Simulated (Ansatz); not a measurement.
# Response to strain in TiO2

The parent structure is TiO₂ in the anatase structure (space group I4_1/amd, No. 141).

```
CELL_PARAMETERS angstrom
     -1.88489     1.88489     4.77584
      1.88489    -1.88489     4.77584
      1.88489     1.88489    -4.77584
ATOMIC_POSITIONS crystal
  Ti 0.75000 0.25000 0.50000
  Ti 0.00000 0.00000 0.00000
  O  0.54247 0.04247 0.50000
  O  0.79247 0.79247 0.00000
  O  0.20753 0.20753 0.00000
  O  0.95753 0.45753 0.50000
```

Cartesian axes are those of the cell as printed.

Strains are applied to the cell and any free atomic positions relax.

The values are results of Kohn–Sham DFT with the PBEsol functional, run in Ansatz (a first-principles code) with PAW and 420 eV plane waves, without spin-orbit coupling, not measurements.

Candidates:
(a) uniaxial strain ε_zz = +3.00 %
(b) uniaxial strain ε_zz = +2.40 %
(c) uniaxial strain ε_zz = +1.20 %

Notes on the quantities. energy relative to the base: free energy F.

**Question.** Order them by energy relative to the base, highest first.

**Answer.** (a) uniaxial strain ε_zz = +3.00 % (+6.0 meV/atom), (b) uniaxial strain ε_zz = +2.40 % (+3.9 meV/atom), (c) uniaxial strain ε_zz = +1.20 % (+1.0 meV/atom)

No phonon test of stability was made. The final runs are not spin-polarised.
